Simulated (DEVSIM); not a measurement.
System: illuminated Si p-on-n cell, one wavelength, at 300 K.

Layer 1 from the left is Si, thickness (μm) 0.310, Na (cm⁻³) 8.7e18, τn (s) 7.4e-7, τp (s) 2.8e-5, absorption coefficient (cm⁻¹) 6500. Layer 2 from the left is Si, thickness (μm) 36.0, Nd (cm⁻³) 2.1e15, τn (s) 3.9e-5, τp (s) 3.9e-5, absorption coefficient (cm⁻¹) 6500.

Left contact: ohmic, minority electron recombination velocity 2e5 cm/s. Right contact: ohmic, minority hole recombination velocity 200 cm/s. Voltage is applied to the left contact. Recombination: SRH at mid-gap, radiative, Auger. Light enters at the left, 3.1e17 photons cm⁻² s⁻¹, one pass, no reflection. Mobility is constant in doping.

Constants are typed, rounded textbook-type inputs, not results; the design itself was drawn at random and stands for no fabricated device. Values at 300 K.

Si: gap (eV) 1.124, affinity (eV) 4.05, permittivity 11.7, Nc (cm⁻³) 2.86e19, Nv (cm⁻³) 3.1e19, μn (cm²/Vs) 1417, μp (cm²/Vs) 470, B (cm³/s) 4.7e-15, Cn (cm⁶/s) 2.8e-31, Cp (cm⁶/s) 9.9e-32.

Model (solved in DEVSIM): 1D drift-diffusion, Boltzmann statistics, complete ionisation; no tunnelling, impact ionisation, image-force lowering or self-heating.

Dark forward current:

```csv
|V| (V),|J| (A/cm²)
0.05,2.706e-10
0.10,1.040e-9
0.15,3.642e-9
0.20,1.424e-8
0.25,6.681e-8
0.30,3.720e-7
0.35,2.315e-6
0.40,1.527e-5
0.45,0.0001034
0.50,0.0007065
0.55,0.004771
0.60,0.03036
0.65,0.1818
0.70,1.074
0.75,5.973
0.80,29.60
0.85,127.4
0.90,460.4
0.95,1338
1.00,3123
```

Work out the local ideality factor n = ΔV / (kT/q · ln(J2/J1)) between the rows 0.15 and 0.20 V, 0.45 and 0.50 V, 0.95 and 1.00 V.

kT/q = 25.85 mV. From 0.15 to 0.20 V: ln(1.424e-8/3.642e-9) = 1.364, n = 1.42. From 0.45 to 0.50 V: ln(0.0007065/0.0001034) = 1.922, n = 1.01, near the 1 of diffusion or emission over a barrier. From 0.95 to 1.00 V: ln(3123/1338) = 0.848, n = 2.28.

What current could the absorbed light give at most, and what share is collected?

Σ αd = 23.6, so qΦ(1 − exp(−Σ αd)) = 49.7 mA/cm². The simulated short-circuit current is 48.90 mA/cm², a share of 0.98.

Estimate the open-circuit voltage by superposition: the voltage at which the dark current equals that short-circuit current.

Interpolating ln J in the table gives 0.613 V. The simulation gives 0.613 V, the same within the digits that matter. Superposition holds where collection doesn't change with voltage.

Estimate the fill factor from FF0 = (v − ln(v + 0.72))/(v + 1), v = qVoc/(nkT), with n from the dark curve.

The rows about Voc, 0.60 and 0.65 V, give n = 1.08, so v = 21.9 and FF0 = 0.820. The simulation gives 0.826, the same within the digits that matter.
